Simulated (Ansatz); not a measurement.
## MoPt (Amm2, No. 38, 8 atoms in the cell; start mp-1221441)

Computed with r²SCAN in Ansatz (plane waves, PAW).

Run with plane-wave cutoff 560 eV, 12×12×12 k mesh, Fermi–Dirac smearing 0.05 eV, no spin polarisation, scalar-relativistic PAW data made under PBE.

Cell (relaxed at this level):

Space group Amm2 (No. 38); a = 4.478 Å, b = 5.640 Å, c = 9.648 Å, α = β = γ = 90.00°

```
atom  site  symmetry       x       y       z
----  ----  --------  ------  ------  ------
Mo      2a       mm2  0.0000  0.0000  0.3362
Mo      2b       mm2  0.5000  0.5000  0.1654
Mo      4d       m..  0.0000  0.2592  0.0799
Pt      2a       mm2  0.0000  0.0000  0.8350
Pt      4e       m..  0.5000  0.2532  0.4178
Pt      2b       mm2  0.5000  0.5000  0.6683
```
(The calculation used a cell of 8 atoms; values per cell refer to that cell.)

- bulk modulus B0 = 280 GPa

Note: the run has no spin polarisation, so it can have missed a magnetic state; the bulk modulus is −V dP/dV from two relaxed cells at ±2 % in volume; the relaxation could not lower the start's symmetry, so the cell can be a saddle point above a distorted one.

Spin–orbit coupling is not included.

Computed values are for the static lattice.

Cost on a shared machine: around 28 core-minutes (rough).

A start named mp-… is a Materials Project structure, which need not be a measured phase.

Ansatz is a program for electronic structure.
